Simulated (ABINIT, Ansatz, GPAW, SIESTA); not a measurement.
**Code comparison for LiCuS2 (Pnnm, 8 atoms in the cell)**

Self-consistent single point.

```xyz
8
Lattice="5.9655 0.0000 0.0000 0.0000 6.6546 0.0000 0.0000 0.0000 3.3750" Properties=species:S:1:pos:R:3 pbc="T T T"
Li     0.0000     3.3273     1.6875
Li     2.9828     0.0000     0.0000
Cu     0.0000     0.0000     0.0000
Cu     2.9828     3.3273     1.6875
S      1.0980     5.6834     1.6875
S      4.8675     0.9712     1.6875
S      4.0808     4.2985     0.0000
S      1.8848     2.3561     0.0000
```

Shared settings, as Ansatz (a program for electronic structure) writes them: kpoints.mp_grid.grid = 1 1 1; scf.occupations.method = fixed. Potentials and cutoffs stand in the table.

```tsv
code	model	pressure (GPa)	largest force (eV/Å)	cutoff
ABINIT	PBEsol, PAW (JTH v2.0 PBE PAW, files made for PBE)	3.40	0.309	30 Ha
Ansatz	PBEsol, PAW files made with PBE	3.33	0.296	30.9 Ry
SIESTA	GGA PBEsol, numerical atomic orbitals DZP, PseudoDojo PBEsol standard norm-conserving potentials (rewritten from UPF to PSML)	4.53	0.827	grid 300 Ry
GPAW	PBEsol, GPAW PAW datasets PBEsol (made by gpaw-setup)	3.89	0.419	800 eV
```

The spread over the programs that give each value: pressure within 1.20 GPa; largest force within 0.531 eV/Å.

SIESTA uses small atom-centred bases, whose incompleteness enters pressures, forces and empty levels differently from a plane-wave cutoff. Ansatz's pressure is given at a fixed set of plane waves, as the other plane-wave codes print theirs; with its correction for the finite basis it is 3.37 GPa. In the pressure, SIESTA (by 1.12) lies more than 1 GPa from the median of the plane-wave programs. In the force vectors, SIESTA (by 0.520) and GPAW (by 0.110) lie more than 0.08 eV/Å from the median of the plane-wave programs.

On the base mesh (3 3 5) the same programs gave: Ansatz pressure -2.92 GPa, gap on the mesh 0.559 eV; ABINIT pressure -2.89 GPa; GPAW pressure -2.45 GPa; SIESTA pressure -2.54 GPa.

The values differ from the base mesh's, so the mesh still matters here: the table compares the programs at equal settings.

The starting cell comes from a database of computed structures (which also holds hypothetical and non-ambient phases and stackings), without a prior relaxation at this level.

Left out of this page: CP2K (on another mesh); Elk (not drawn, or without a comparable value).

Keys are those of Ansatz 0.2.
